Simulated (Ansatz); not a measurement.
Consider interstitial C in bcc W, neutral cell. Method: PBE, PAW (plane waves to 420 eV; Ansatz, an electronic-structure program).

Cell of 36 host sites held at the relaxed PBE lattice; a 2×2×3 k-point mesh shifted by half a step; Fermi-Dirac width 0.10 eV, spin-restricted; finite-size errors left in. Energies are static. Spin-orbit coupling is left out. Sites that were not tried may lie lower.

Barriers: single points on a 3×3×5 k-point mesh shifted by half a step at the bands' geometries.

Relaxed starting cell (atoms counted from 1):

```
CELL_PARAMETERS angstrom
      9.55287     0.00000     0.00000
      0.00000     9.55287     0.00000
      0.00000     0.00000     6.36858
ATOMIC_POSITIONS crystal
  W  0.00003 0.99973 0.99972
  W  0.00003 0.99973 0.49767
  W  0.00003 0.33718 0.00309
  W  0.00003 0.33717 0.49431
  W  0.00003 0.66229 0.00307
  W  0.00002 0.66228 0.49428
  W  0.33232 0.99973 0.99835
  W  0.33232 0.99973 0.49905
  W  0.33647 0.32834 0.99385
  W  0.33647 0.32834 0.50354
  W  0.33645 0.67112 0.99385
  W  0.33645 0.67112 0.50353
  W  0.66773 0.99973 0.99833
  W  0.66774 0.99973 0.49904
  W  0.66360 0.32835 0.99385
  W  0.66360 0.32835 0.50353
  W  0.66358 0.67113 0.99385
  W  0.66359 0.67113 0.50354
  W  0.16789 0.16593 0.24868
  W  0.16512 0.16567 0.74868
  W  0.20317 0.49971 0.24870
  W  0.17056 0.49972 0.74868
  W  0.16790 0.83353 0.24869
  W  0.16513 0.83378 0.74869
  W  0.50003 0.16432 0.24871
  W  0.50002 0.16237 0.74870
  W  0.50003 0.49973 0.24869
  W  0.50003 0.49973 0.74869
  W  0.50003 0.83515 0.24870
  W  0.50002 0.83709 0.74870
  W  0.83216 0.16593 0.24869
  W  0.83492 0.16567 0.74869
  W  0.79688 0.49974 0.24869
  W  0.82950 0.49974 0.74869
  W  0.83217 0.83353 0.24869
  W  0.83494 0.83379 0.74869
  C  0.00003 0.49973 0.24868
```

End state 1 differs by these moves (Å; atoms that move under 0.08 Å are left out):

```json
[
 {"atom": "3", "element": "W", "Δx": "0.00", "Δy": "-0.39", "Δz": "-0.03"},
 {"atom": "4", "element": "W", "Δx": "0.00", "Δy": "-0.08", "Δz": "0.03"},
 {"atom": "5", "element": "W", "Δx": "0.00", "Δy": "0.39", "Δz": "-0.03"},
 {"atom": "6", "element": "W", "Δx": "0.00", "Δy": "0.08", "Δz": "0.03"},
 {"atom": "21", "element": "W", "Δx": "-0.39", "Δy": "0.00", "Δz": "-0.03"},
 {"atom": "22", "element": "W", "Δx": "-0.08", "Δy": "0.00", "Δz": "0.03"},
 {"atom": "33", "element": "W", "Δx": "0.39", "Δy": "0.00", "Δz": "-0.03"},
 {"atom": "34", "element": "W", "Δx": "0.08", "Δy": "0.00", "Δz": "0.03"},
 {"atom": "37", "element": "C", "Δx": "0.00", "Δy": "0.00", "Δz": "-1.59"}
]
```

Task: Predict the forward and backward barriers to end state 1 from PBE, PAW.

Result: forward 1.55 eV, backward 1.55 eV; at the saddle point atom 37 has neighbours 4 W at 1.99 Å. The saddle point's order was not checked, and it lies on a symmetry element of the cell, where a band can be held.
